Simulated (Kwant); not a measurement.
Model system: GaAs/Al0.3Ga0.7As stack with 1 barrier. One parabolic valley. Leads of mass 0.067 mₑ with the band edge at 0; grid 0.1 nm; bias swept from 0.0096 to 0.44756 V, dropping linearly over the stack. Emitter Fermi level 0.021 eV, 4 K, equal in the collector.

```
layer  thickness (nm)  band offset (eV)  mass (mₑ)
-----  --------------  ----------------  ---------
1                 5.6              0.24      0.092
```

Constants are typed, rounded textbook-type inputs, not results; the design itself was drawn at random and stands for no fabricated device.

Kwant, one-band effective-mass tight-binding model in one dimension, coherent, no space charge, current by the Tsu-Esaki formula.

Sweep values stay those of the base run.

The Fermi level in the emitter was swept, all else fixed.

```tsv
Fermi level in the emitter (eV)	J (A/cm²) at bias = 0.1069 V	J (A/cm²) at bias = 0.3340 V	J (A/cm²) at bias = 0.4476 V	J (A/cm²) at bias = 0.2205 V
0.011	44.1	420	1430	136
0.016	116	1110	3790	358
0.021	237	2270	7770	730
0.032	734	7090	24400	2260
```

From the first row to the last the J at bias = 0.1069 V goes from 44.1 to 734. From the first row to the last the J at bias = 0.3340 V goes from 420 to 7090.
